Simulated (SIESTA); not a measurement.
Worked example: self-consistent single point of the (110) slab of CdPd2O3 (cut from a parent of space group no. 123; 24 atoms in the cell) in SIESTA.

Level of theory: GGA PBE, numerical atomic orbitals DZP, PseudoDojo PBE standard norm-conserving potentials (rewritten from UPF to PSML) (SIESTA).

Input:

```
# files in the folder: Cd.psml Pd.psml O.psml (PseudoDojo PBE standard)
SystemName  CdPd2O3
SystemLabel siesta

NumberOfAtoms                24
NumberOfSpecies              3
%block ChemicalSpeciesLabel
  1 48 Cd
  2 46 Pd
  3 8 O
%endblock ChemicalSpeciesLabel
LatticeConstant              4.244879 Ang
%block LatticeVectors
     1.000000000    0.000000000    0.000000000
     0.000000000    1.549505887    0.000000000
     0.000000000    0.000000000    6.937751111
%endblock LatticeVectors
AtomicCoordinatesFormat      Bohr
%block AtomicCoordinatesAndAtomicSpecies
     0.000000000    5.988323845   20.098595371  1
     0.000000000   12.203127567   26.280616685  1
     0.000000000    5.988323845   32.462693652  1
     0.000000000   12.203127567   38.644714966  1
     4.010829371    9.095725706   17.007556888  2
     4.010829371    2.880921984   17.007556888  2
     4.010829371    2.880921984   23.189578202  2
     4.010829371    9.095725706   23.189578202  2
     4.010829371    9.095725706   29.371655169  2
     4.010829371    2.880921984   29.371655169  2
     4.010829371    2.880921984   35.553676483  2
     4.010829371    9.095725706   35.553676483  2
     0.000000000    9.095725706   17.007556888  3
     0.000000000    2.880921984   17.007556888  3
     4.010829371    5.988323845   20.098595371  3
     0.000000000    2.880921984   23.189578202  3
     0.000000000    9.095725706   23.189578202  3
     4.010829371   12.203127567   26.280616685  3
     0.000000000    9.095725706   29.371655169  3
     0.000000000    2.880921984   29.371655169  3
     4.010829371    5.988323845   32.462693652  3
     0.000000000    2.880921984   35.553676483  3
     0.000000000    9.095725706   35.553676483  3
     4.010829371   12.203127567   38.644714966  3
%endblock AtomicCoordinatesAndAtomicSpecies

XC.functional                GGA
XC.authors                   PBE
PAO.BasisSize                DZP
PAO.EnergyShift              0.01 Ry
MeshCutoff                   350 Ry
%block kgrid.MonkhorstPack
    5   0   0  0.0
    0   4   0  0.0
    0   0   1  0.0
%endblock kgrid.MonkhorstPack
OccupationFunction           FD
ElectronicTemperature        100.0 meV
Slab.DipoleCorrection        vacuum

MaxSCFIterations             150
SCF.Mixer.Method             Broyden
SCF.Mixer.Weight             0.1
SCF.Mixer.History            8
SCF.DM.Tolerance             1.0E-04
Diag.ParallelOverK           true
WriteForces                  true
```

Output (repeated stretches shortened):

```
        iscf     Eharris(eV)        E_KS(eV)     FreeEng(eV)     dDmax    Ef(eV) dHmax(eV)
   scf:    1   -53736.897718   -53866.512386   -53867.143487  1.478163 -4.900466 37.371917
Dipole moment in unit cell =      -0.0000      -0.0000    -426.9529 D
Electric field for dipole correction =     0.000000     0.000000    19.561520 eV/Ang/e
   scf:    2   -45256.217576   -51175.056608   -51175.584880  0.890202 -3.739758336.699264
Dipole moment in unit cell =      -0.0000      -0.0000     -10.0061 D
Electric field for dipole correction =     0.000000     0.000000     0.458446 eV/Ang/e
   [... lines left out ...]
   scf:   29   -53935.059706   -53935.059710   -53935.868143  0.000017 -4.888945  0.002109
Dipole moment in unit cell =       0.0000       0.0000       1.2894 D
Electric field for dipole correction =    -0.000000    -0.000000    -0.059074 eV/Ang/e
   scf:   30   -53935.059719   -53935.059714   -53935.868143  0.000028 -4.888949  0.002139
Dipole moment in unit cell =       0.0000       0.0000       1.2924 D
Electric field for dipole correction =    -0.000000    -0.000000    -0.059215 eV/Ang/e
   scf:   31   -53935.059712   -53935.059713   -53935.868143  0.000030 -4.888952  0.000930
SCF Convergence by DM+H criterion
max |DM_out - DM_in|         :     0.0000296759
max |H_out - H_in|      (eV) :     0.0009295849
SCF cycle converged after 31 iterations

Using DM_out to compute the final energy and forces
Dipole moment in unit cell =       0.0000       0.0000       1.2924 D
Electric field for dipole correction =    -0.000000    -0.000000    -0.059215 eV/Ang/e

siesta: E_KS(eV) =           -53935.0597

siesta: E_KS - E_eggbox =    -53935.0597

siesta: Atomic forces (eV/Ang):
     1   -0.000000    0.000100   -0.131733
     2    0.000000    0.000385    0.005028
     3   -0.000000    0.000561   -0.066182
   [... 21 lines left out ...]
   Tot   -0.000000    0.007581    0.001493
   Max    1.092681
   Res    0.210379    sqrt( Sum f_i^2 / 3N )
   Max    1.092681    constrained

   [... lines left out ...]
siesta: FreeEng =    -53935.868143
   [... lines left out ...]

siesta: Cell volume =        822.257592 Ang**3

siesta: Pressure (static):
siesta:                Solid            Molecule  Units
siesta:          -0.00015284         -0.00013535  Ry/Bohr**3
siesta:          -0.01403346         -0.01242736  eV/Ang**3
siesta:         -22.48407828        -19.91082031  kBar

siesta: Electric dipole (a.u.)  =    0.000000    0.000000    0.508487
siesta: Electric dipole (Debye) =    0.000000    0.000000    1.292444
```

The run converged in 31 iterations. For comparison: a first run was changed to give this one (vacuum of 18 angstrom (first run: 10 Å); Slab.DipoleCorrection: default → vacuum), and from it to this one the free energy rises by 1.2 meV/atom and the largest force goes from 1.179 to 1.093 eV/Å.

The starting cell comes from a database of computed structures (which also holds hypothetical and non-ambient phases and stackings), without a prior relaxation at this level. The slab is cut from that crystal, and its faces are unrelaxed. Its lattice was rescaled in the plane by a random factor within 2.5 % of one. Spin polarisation is off. Values carry the incompleteness of an atom-centred basis. Forces in this geometry exceed 1 eV/Å.

Cost on one core of a shared machine: roughly 5 min.
